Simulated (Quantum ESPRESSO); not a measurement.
A self-consistent single point of MoPt₂ (Imm2, 3 atoms in the cell) with Quantum ESPRESSO.

Method of the run: PBEsol, GBRV 1.5 ultrasoft (PBESOL) pseudopotentials (plane waves; Quantum ESPRESSO 7.5).

The change in words: lattice scaled by 0.98; degauss: 0.0073499 Ry → 0.0036749 Ry; K_POINTS: automatic 7 7 7 0 0 0 → automatic 9 9 9 0 0 0. Reference geometry:
```
MoPt2
1.0
   -1.38564     1.99198     4.17727
    1.38564    -1.99198     4.17727
    1.38564     1.99198    -4.17727
Mo Pt
1 2
Cartesian
  0.00000   0.00000   0.05000
  0.00000   0.00000   5.54190
  0.00000   0.00000   2.81264
```

Reference input (self-consistent single point, DFT, PBEsol, plane waves, GBRV 1.5 ultrasoft (PBESOL) pseudopotentials): ecutwfc = 40 Ry; ecutrho = 320 Ry; occupations = smearing; smearing = gauss; degauss = 0.0073499 Ry; potentials = {Mo: mo_pbesol_v1.uspp.F.UPF, Pt: pt_pbesol_v1.4.uspp.F.UPF}; K_POINTS = automatic 7 7 7 0 0 0; conv_thr = 1e-11 Ry. This run's input differs from it in these lines:

```diff
@@ -17,3 +17,3 @@
     smearing = 'gauss',
-    degauss = 0.0073499,
+    degauss = 0.0036749,
 /
@@ -26,11 +26,11 @@
 ATOMIC_POSITIONS angstrom
-Mo    0.000000000    0.000000000    0.050001886
-Pt    0.000000000    0.000000000    5.541896584
-Pt    0.000000000    0.000000000    2.812637416
+Mo    0.000000000    0.000000000    0.049001852
+Pt    0.000000000    0.000000000    5.431059103
+Pt    0.000000000    0.000000000    2.756384897
 K_POINTS automatic
-7 7 7  0 0 0
+9 9 9  0 0 0
 CELL_PARAMETERS bohr
-  -2.618487666     3.764296646     7.893890579
-   2.618487666    -3.764296646     7.893890579
-   2.618487666     3.764296646    -7.893890579
+  -2.566117686     3.689009957     7.736013410
+   2.566117686    -3.689009957     7.736013410
+   2.566117686     3.689009957    -7.736013410
```

The program printed (abridged):

```
     Self-consistent Calculation

     iteration #  1     ecut=    40.00 Ry     beta= 0.70

---- Real-time Memory Report at c_bands before calling an iterative solver
           136 MiB given to the printing process from OS
           100 MiB allocation reported by mallinfo(arena+hblkhd)
------------------

     negative rho (up, down):  3.274E-01 0.000E+00

     total energy              =    -556.90382815 Ry
     estimated scf accuracy    <       5.48839808 Ry

     iteration #  2     ecut=    40.00 Ry     beta= 0.70

---- Real-time Memory Report at c_bands before calling an iterative solver
   [... lines left out ...]
           213 MiB given to the printing process from OS
           113 MiB allocation reported by mallinfo(arena+hblkhd)
------------------

     negative rho (up, down):  3.442E-01 0.000E+00

     total energy              =    -560.52939765 Ry
     estimated scf accuracy    <          1.2E-11 Ry

     iteration # 15     ecut=    40.00 Ry     beta= 0.70

---- Real-time Memory Report at c_bands before calling an iterative solver
           213 MiB given to the printing process from OS
           113 MiB allocation reported by mallinfo(arena+hblkhd)
------------------

     negative rho (up, down):  3.442E-01 0.000E+00
     End of self-consistent calculation

     the Fermi energy is    23.8114 ev

!    total energy              =    -560.52939765 Ry
     estimated scf accuracy    <          1.1E-13 Ry
     smearing contrib. (-TS)   =      -0.00015964 Ry
     internal energy E=F+TS    =    -560.52923801 Ry

     convergence has been achieved in  15 iterations

     negative rho (up, down):  3.442E-01 0.000E+00

     Forces acting on atoms (cartesian axes, Ry/au):

     atom    1 type  1   force =     0.00000000    0.00000000   -0.01768568
     atom    2 type  2   force =     0.00000000    0.00000000    0.01057991
     atom    3 type  2   force =     0.00000000    0.00000000    0.00710577

     Total force =     0.021799     Total SCF correction =     0.000001

     negative rho (up, down):  3.442E-01 0.000E+00
          total   stress  (Ry/bohr**3)                   (kbar)     P=       77.12
   0.00051501  -0.00000000  -0.00000000           75.76       -0.00       -0.00
   0.00000000   0.00053027   0.00000000            0.00       78.00        0.00
  -0.00000000  -0.00000000   0.00052746           -0.00       -0.00       77.59

   JOB DONE.
```

The run converged in 15 iterations. Against the reference run the free energy falls by 16.3 meV/atom, the pressure goes from -10.20 to 7.71 GPa and the largest force goes from 0.315 to 0.455 eV/Å.

The starting cell comes from a database of computed structures (which also holds hypothetical and non-ambient phases and stackings), without a prior relaxation at this level. Its lattice was rescaled by up to half a per cent. One atom was moved a little off its site on purpose. For this run, on top of that: lattice scaled by 0.98. Spin polarisation is off. With a pressure of about 8 GPa the cell is away from its equilibrium volume at this level.

Cost on one core of a shared machine: roughly 4 min.
